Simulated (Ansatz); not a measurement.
Band structure of KI (Fm-3m, 2 atoms in the cell).

```
KI
1.0
    0.00000     3.55660     3.55660
    3.55660     0.00000     3.55660
    3.55660     3.55660     0.00000
K I
1 1
Direct
  0.00000   0.00000   0.00000
  0.50000   0.50000   0.50000
```

Method: PBE, PAW files (plane waves; Ansatz, an electronic-structure program).

Settings: kpoints.mp_grid.grid = 7 7 7; hamiltonian.xc = pbe; hamiltonian.pseudopotentials = {kind: paw} (the program's default PAW files); scf.occupations.method = fermi_dirac; scf.occupations.width = 0.05 eV; kpoints.band_path.npoints = 8.

The starting cell comes from a database of computed structures (which also holds hypothetical and non-ambient phases and stackings), without a prior relaxation at this level. Its lattice was rescaled by a random factor within 2.5 % of one. Spin-orbit coupling is off.

Task: Predict the gap along the standard path and the places of the band edges.

Result: The gap along the path is 3.92 eV, direct at Γ to within 0.01 eV.

Levels in eV from the top of the valence band on the path, bands 10 to 16:
| point | 10 | 11 | 12 | 13 | 14 | 15 | 16 |
|---|---|---|---|---|---|---|---|
| Γ | -10.47 | 0.00 | 0.00 | 0.00 | 3.92 | 6.51 | 6.51 |
| X | -10.34 | -0.96 | -0.35 | -0.35 | 4.97 | 5.73 | 8.08 |
| W | -10.29 | -0.70 | -0.70 | -0.58 | 6.46 | 6.46 | 6.59 |
| K | -10.29 | -0.83 | -0.73 | -0.37 | 5.63 | 6.58 | 7.57 |
| L | -10.22 | -1.27 | -0.32 | -0.32 | 5.51 | 7.65 | 8.12 |
| U | -10.29 | -0.83 | -0.73 | -0.37 | 5.63 | 6.58 | 7.57 |

Keys are those of Ansatz 0.2.
